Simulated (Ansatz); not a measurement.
The starting structures come from a database of crystals and need not be the phases stable at ambient conditions.

By PBEsol, the system below comes out a metal.

The ballistic (Sharvin) conductance counts the channels at the Fermi level: G/A = (e²/h) × channels of both spins per area.

```xyz
8
Lattice="4.1708 0.0000 0.0000 0.0000 5.2110 0.0000 0.0000 0.0000 4.5412" Properties=species:S:1:pos:R:3 pbc="T T T"
Cu     0.0000     2.6055     0.7416
Cu     2.0854     0.0000     3.7995
Cu     2.0854     3.9171     1.5308
Cu     2.0854     1.2940     1.5308
Cu     0.0000     3.8995     3.0103
Cu     0.0000     1.3116     3.0103
Ge     2.0854     2.6055     3.7458
Ge     0.0000     0.0000     0.7953
```

Space group of this cell: Pmmn. The cell is taken as given; by PBEsol its mean pressure is -1.4 GPa.

The current flows along the normal of the first two printed cell vectors. No spin-orbit coupling; the value is a mean over 0.1 eV about the Fermi level.

### Question
Compute, with Ansatz (a program for electronic structure) with PBEsol, the ballistic conductance per area.

### Answer
0.69 × 10¹⁵ S/m² for both spins.
